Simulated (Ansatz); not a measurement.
CsCl-type SrO (model structure)

Computed with r²SCAN+rVV10 (PAW; Ansatz, an electronic-structure program).

Settings: plane-wave cutoff 500 eV, 14×14×14 k mesh, Fermi–Dirac smearing 0.05 eV, scalar-relativistic PAW data made under PBE.

Cell (relaxed at this level):

```cif
data_OSr
_chemical_formula_sum 'Sr1 O1'
_space_group_name_H-M_alt 'Pm-3m'
_space_group_IT_number 221
_space_group_name_Hall '-P 4 2 3'
_cell_length_a 3.08889
_cell_length_b 3.08889
_cell_length_c 3.08889
_cell_angle_alpha 90.000
_cell_angle_beta 90.000
_cell_angle_gamma 90.000
loop_
_atom_site_label
_atom_site_type_symbol
_atom_site_symmetry_multiplicity
_atom_site_Wyckoff_symbol
_atom_site_fract_x
_atom_site_fract_y
_atom_site_fract_z
_atom_site_occupancy
Sr1 Sr 1 a 0.00000 0.00000 0.00000 1
O1 O 1 b 0.50000 0.50000 0.50000 1
```

* **band gap**: 3.28 eV (on the SCF k mesh)

Note: the relaxation could raise the start's symmetry but not lower it, so the cell can be a saddle point.

Spin–orbit coupling is not included.

Static lattice: no zero-point or thermal effects.

A model structure was made by putting elements into a prototype or built by hand; it is no filed structure, need not be a known phase, and can be a saddle point held by its symmetry.
